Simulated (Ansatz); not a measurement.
**Several settings converged on LaGe₃Ir (I4mm, 5 atoms in the cell)**

```
LaGe3Ir
1.0
   -2.23029     2.23029     5.06692
    2.23029    -2.23029     5.06692
    2.23029     2.23029    -5.06692
La Ge Ir
1 3 1
Direct
  0.58346   0.58346   0.00000
  0.34263   0.84263   0.50000
  0.84263   0.34263   0.50000
  0.00049   0.00049   0.00000
  0.23877   0.23877   0.00000
```

Base method: PBEsol, default PAW files made with PBE (plane waves; Ansatz, an electronic-structure program).

Base settings: basis.ecutwfc = 30.9 Ry; kpoints.mp_grid.grid = 8 8 8; hamiltonian.xc = pbesol; hamiltonian.pseudopotentials = {kind: paw} (the program's default PAW files); scf.occupations.method = gaussian; scf.occupations.width = 0.0073 Ry.

The count of work is k-points × plane waves × bands × iterations; it is no time. Core times come from one kind of shared machine, to one figure; runs under 30 s give none.

**The k-point mesh**

The second cell is the first with its lattice scaled by 0.98.

Only quantities that move along the ladder and can be compared are tabulated.

```csv
kpoints.mp_grid.grid,free energy less the last step's (meV/atom),energy of the compressed cell less the first (meV/atom),pressure (GPa),largest difference of a force vector from the last step's (eV/Å),count of work / last
2 2 2,-0.88,-2.11,-3.83,0.893,0.012
3 3 3,-49.36,-2.03,-3.85,0.465,0.016
4 4 4,-13.36,-0.59,-3.67,0.204,0.034
6 6 6,4.01,0.58,-3.48,0.082,0.10
8 8 8,-0.69,0.76,-3.47,0.023,0.20
9 9 9,-0.28,0.79,-3.47,0.012,0.26
11 11 11,0.39,0.81,-3.45,0.006,0.44
15 15 15,0.00,0.85,-3.46,0.000,1.0
```

Coarsest kpoints.mp_grid.grid that holds the energy of the compressed cell less the first within 2 meV/atom of the last step, with all finer ones: 4 4 4, at 0.034 of the last step's count of work; the step before is off by 2.9 meV/atom.

Coarsest kpoints.mp_grid.grid that holds the free energy within 2 meV/atom of the last step, with all finer ones: 8 8 8, at 0.20 of the last step's count of work; the step before is off by 4.0 meV/atom.

The energy difference between the two cells stays within 1 meV/atom of the last step's from 6 6 6 on, the total only from 8 8 8 on: much of the error is common to both cells and cancels.

Two neighbours can agree and both be off: 2 2 2 and 3 3 3 differ by 0.08 meV/atom in the energy of the compressed cell less the first, yet lie about 2.9 meV/atom from the last step.

**The k-point mesh at a smearing width of 0.05 eV**

In this ladder: scf.occupations.width = 0.0037 Ry.

Only quantities that move along the ladder and can be compared are tabulated.

| kpoints.mp_grid.grid | free energy less the last step's (meV/atom) | pressure (GPa) | largest difference of a force vector from the last step's (eV/Å) | count of work / last | core time / last (rough) |
|---|---|---|---|---|---|
| 4 4 4 | -13.38 | -3.68 | 0.206 | 0.0082 | – |
| 5 5 5 | 0.77 | -3.38 | 0.054 | 0.011 | – |
| 7 7 7 | -0.04 | -3.48 | 0.030 | 0.034 | – |
| 9 9 9 | -0.43 | -3.48 | 0.008 | 0.063 | – |
| 14 14 14 | -0.11 | -3.47 | 0.004 | 0.21 | 0.2 |
| 17 17 17 | 0.10 | -3.46 | 0.004 | 0.34 | 0.3 |
| 25 25 25 | 0.00 | -3.46 | 0.000 | 1.0 | 1 |

Coarsest kpoints.mp_grid.grid that holds the free energy within 2 meV/atom of the last step, with all finer ones: 5 5 5, at 0.011 of the last step's count of work; the step before is off by 13 meV/atom.

Coarsest kpoints.mp_grid.grid that holds the forces within 0.02 eV/Å of the last step, with all finer ones: 9 9 9, at 0.063 of the last step's count of work; the step before is off by 0.030 eV/Å.

Coarsest kpoints.mp_grid.grid that holds the pressure within 0.1 GPa of the last step, with all finer ones: 5 5 5, at 0.011 of the last step's count of work; the step before is off by 0.22 GPa.

**The mesh under tetrahedron occupations**

In this ladder: scf.occupations.method = tetrahedron; scf.occupations.width = default.

Only quantities that move along the ladder and can be compared are tabulated.

| kpoints.mp_grid.grid | free energy less the last step's (meV/atom) | pressure (GPa) | largest difference of a force vector from the last step's (eV/Å) | count of work / last | core time / last (rough) |
|---|---|---|---|---|---|
| 4 4 4 | -9.71 | -3.55 | 0.220 | 0.024 | – |
| 5 5 5 | 1.05 | -3.42 | 0.123 | 0.034 | – |
| 7 7 7 | 0.11 | -3.45 | 0.035 | 0.073 | – |
| 10 10 10 | -0.11 | -3.44 | 0.008 | 0.19 | 0.2 |
| 16 16 16 | 0.03 | -3.45 | 0.004 | 0.63 | 0.6 |
| 19 19 19 | 0.00 | -3.46 | 0.000 | 1.0 | 1 |

Coarsest kpoints.mp_grid.grid that holds the free energy within 5 meV/atom of the last step, with all finer ones: 5 5 5, at 0.034 of the last step's count of work; the step before is off by 9.7 meV/atom.

Coarsest kpoints.mp_grid.grid that holds the forces within 0.02 eV/Å of the last step, with all finer ones: 10 10 10, at 0.19 of the last step's count of work and about 0.2 of the last step's time; the step before is off by 0.035 eV/Å.

Coarsest kpoints.mp_grid.grid that holds the pressure within 0.05 GPa of the last step, with all finer ones: 5 5 5, at 0.034 of the last step's count of work; the step before is off by 0.09 GPa.

On the base run: the starting cell comes from a database of computed structures (which also holds hypothetical and non-ambient phases and stackings), without a prior relaxation at this level. Its lattice was rescaled by up to half a per cent. One atom was moved a little off its site on purpose. Spin polarisation is off. In the base run, with a pressure of about -3 GPa the cell is away from its equilibrium volume at this level. Ansatz's pressure includes its estimate of the finite-basis (Pulay) stress.

Keys are those of Ansatz 0.2.
